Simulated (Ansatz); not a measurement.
Relaxation of the outer planes of the (331) surface of fcc Al in its 1x1 cell, outermost plane spacing 0.93 Å in the ideal cut.

Calculation: PBE (plane waves to 420 eV, PAW; Ansatz, a program for electronic structure).

Model: 12-atom slab, 10.2 Å thick at the start (thin: gaps and levels are the slab's own), 13x6x1 mesh, Fermi-Dirac 0.1 eV, dipole correction, all atoms relaxed; held to the part of the start's symmetry that mesh and held atoms allow; no spin, no spin-orbit, no U.

```csv
plane,atoms,bulk spacing to the next (Å),relaxed spacing (Å),change (%),rumpling (Å)
1,Al,0.927,0.870,-6.2,0.00
2,Al,0.927,0.841,-9.3,0.00
```
